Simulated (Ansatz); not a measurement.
**HgTe (model structure, started from the h-BN type, P6₃/mmc, No. 194, 4 atoms in the cell): properties by level of theory**

| level (code) | lattice parameter a (Å) | c axis length (Å) |
|---|---|---|
| PBE (Ansatz) | 4.881 | 7.221 |
| PBEsol (Ansatz) | 4.843 | 6.630 |
| PBE-D3(BJ) (Ansatz) | 4.863 | 6.720 |

Ansatz's density-functional and Hartree–Fock values are scalar-relativistic unless marked +SOC, with PAW data made under PBE.

Computed values are for the static lattice.

A model structure was made by putting elements into a prototype or built by hand; it is no filed structure, need not be a known phase, and can be a saddle point held by its symmetry.

Ansatz is a program for electronic structure.
